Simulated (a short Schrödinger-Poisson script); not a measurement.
Stack: symmetric double-gate stack, SiO2 on p-type Si(100), at 300 K.

| layer | material | thickness (nm) | Na (cm⁻³) |
|---|---|---|---|
| 1 | SiO2 | 1.3 | - |
| 2 | Si | 2 | 2e15 |
| 3 | SiO2 | 1.3 | - |

Constants are typed, rounded textbook-type inputs, not results; the design itself was drawn at random and stands for no fabricated device. SiO2: permittivity 3.9, conduction-band edge (eV) 3.15, gap (eV) 9, electron mass (mₑ) 0.5. Si: permittivity 11.7, conduction-band edge (eV) 0, gap (eV) 1.124, Nv at 300 K (cm⁻³) 3.1e19.

Channel valleys (confinement mass, in-plane density-of-states mass, number): Δ2 0.916, 0.19, 2; Δ4 0.19, 0.417, 4. At the gates, both at one voltage, the conduction-band edge of layer 1 lies 3.76 eV − eVg above the Fermi level of the channel. Gaps are held at their typed values at every temperature. Mesh 0.03 nm at interfaces.

From a short Schrödinger-Poisson script (our own, NumPy): 1D Poisson equation in equilibrium, electrons quantum, Hartree (BenDaniel-Duke, 12 states a valley, the channel's in-plane mass for all, wave functions free to enter the dielectric), parabolic valleys, classical holes, full ionisation, no traps, pinning or gate leakage.

The same stack at other levels of the model or other numerical settings:

```json
[
 {"run": "base", "sheet density of all electrons at Vg = 1.3 V (cm⁻²)": "1.50e13", "sheet density of all electrons at Vg = 0.7 V (cm⁻²)": "1.03e12", "capacitance of both gates at Vg = 1.3 V (μF/cm²)": "4.09", "gate voltage at 1e11 electrons/cm² (V)": "0.61", "rough cost against the base": "about 1"},
 {"run": "electrons treated as classical, Boltzmann", "sheet density of all electrons at Vg = 1.3 V (cm⁻²)": "2.06e13", "sheet density of all electrons at Vg = 0.7 V (cm⁻²)": "3.18e12", "capacitance of both gates at Vg = 1.3 V (μF/cm²)": "4.93", "gate voltage at 1e11 electrons/cm² (V)": "0.51", "rough cost against the base": "0.07"},
 {"run": "electrons treated as classical, Fermi-Dirac", "sheet density of all electrons at Vg = 1.3 V (cm⁻²)": "[?]", "sheet density of all electrons at Vg = 0.7 V (cm⁻²)": "[?]", "capacitance of both gates at Vg = 1.3 V (μF/cm²)": "4.56", "gate voltage at 1e11 electrons/cm² (V)": "0.51", "rough cost against the base": "0.2"},
 {"run": "mesh six times as coarse", "sheet density of all electrons at Vg = 1.3 V (cm⁻²)": "1.49e13", "sheet density of all electrons at Vg = 0.7 V (cm⁻²)": "[?]", "capacitance of both gates at Vg = 1.3 V (μF/cm²)": "4.04", "gate voltage at 1e11 electrons/cm² (V)": "0.61", "rough cost against the base": "0.4"},
 {"run": "one subband a valley", "sheet density of all electrons at Vg = 1.3 V (cm⁻²)": "1.50e13", "sheet density of all electrons at Vg = 0.7 V (cm⁻²)": "1.03e12", "capacitance of both gates at Vg = 1.3 V (μF/cm²)": "4.08", "gate voltage at 1e11 electrons/cm² (V)": "0.61", "rough cost against the base": "0.5"}
]
```

Some entries are withheld; supply them.


- electrons treated as classical, Fermi-Dirac, sheet density of all electrons at Vg = 0.7 V (cm⁻²): 3.05e12
- mesh six times as coarse, sheet density of all electrons at Vg = 0.7 V (cm⁻²): 1.01e12
- electrons treated as classical, Fermi-Dirac, sheet density of all electrons at Vg = 1.3 V (cm⁻²): 1.93e13

The classical rows ignore confinement, and Boltzmann statistics overrate the density once the band edge passes the Fermi level.
